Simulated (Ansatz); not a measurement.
InP: band gap against strain

InP (zinc blende, F-43m, 25.392 Å³/atom at rest) under an equal strain ε in the (111) plane with the normal axis free, as in a coherent film. PBEsol in Ansatz, a plane-wave DFT program (PAW, default set), 420 eV, 10×10×10 Γ-centred mesh, Fermi-Dirac smearing 0.05 eV; ions are relaxed within the symmetry of each cell. Gaps are the smallest over the k-mesh and a band path, without spin-orbit coupling; in all rows the valence edge lies at Γ and the conduction edge at Γ.

Here s stands for strain and Eg for gap.

| strain (%) | gap (eV) |
|---|---|
| 0.00 | 0.569 |
| 0.42 | 0.509 |
| 0.83 | 0.451 |
| 1.25 | 0.393 |
| 2.50 | ? |

**Question.** Using a straight line, estimate the missing Eg at s = 2.50 from the other rows, showing the fit.

**Answer.** Means: s 0.62500, Eg 0.4805. About the means, the sum of products is -0.12189 and the sum of squares of s is 0.86530; the slope is their ratio. Least squares gives Eg = 0.5685 - 0.14086·s. Residuals (row less fit): 0.0005, -0.0003, -0.0006, 0.0006; standard error 0.0007 (degrees of freedom: 2). Over these rows the gap moves by -14 ± 0.08 eV per unit strain. At the withheld row, Eg = 0.5685 - 0.14086 × 2.50 = 0.2163 eV. The calculation gives 0.249 eV, 0.0327 eV above the prediction (10.2 % of the range of Eg in the table). The row lies outside the fitted rows, so this is an extrapolation. From the scatter of the fitted rows alone, a prediction at this place has a standard error of 0.0017 eV, so the miss is 19.2 times that.

One order more, fitted to all 7 runs of the series, follows each within 0.002, so the miss is the next term of a smooth law. Spin-orbit coupling is left out, which can shift this property for InP. Rows are the converged runs of the series near zero and its far end; series whose fitted rows scatter by over a few per cent of the range, as at a crossing or softening among them, aren't shown in this form. Most that stay on the fit to the last digits aren't either.
